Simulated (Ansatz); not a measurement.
BeSe: pressure 0.9 GPa

Take BeSe in the zinc blende structure (space group F-43m, No. 216; a = 5.178 Å) as the base.

It is then changed as follows: cell and atoms relaxed at a pressure of 0.9 GPa.

Computed with PBE, PAW, 420 eV (Ansatz, an electronic-structure program; no SOC). k-mesh 11×11×11 (Γ-centred); smearing 0.05 eV (Fermi–Dirac).

```tsv
quantity	base	changed	shift
volume per atom	17.35 Å³	17.15 Å³	-0.20 Å³
density	4.21 g/cm³	4.26 g/cm³	+0.05 g/cm³
lattice parameter a	5.178 Å	5.158 Å	-0.020 Å
shortest interatomic distance	2.242 Å	2.233 Å	-0.009 Å
enthalpy H = E + PV relative to the base's energy	–	+0.10 eV/atom	–
band gap	2.67 eV	2.65 eV	-0.02 eV
gap character	indirect, Γ → X	indirect, Γ → X	–
smallest direct gap	4.22 eV	4.31 eV	+0.085 eV
width of the top valence band	3.20 eV	3.25 eV	+0.05 eV
electron mass	0.90 mₑ along k, 0.27 mₑ across (at X)	0.89 mₑ along k, 0.27 mₑ across (at X)	–
hole mass (degenerate bands, along [100])	0.24, 0.48, 0.48 mₑ (at Γ)	0.24, 0.48, 0.48 mₑ (at Γ)	–
```

Load acts through the strain it causes; cell and atoms are relaxed under it. Effective masses come from finite differences of ±0.01 Å⁻¹. Along k means along the line from Γ to the band edge. No phonon test of stability was made.
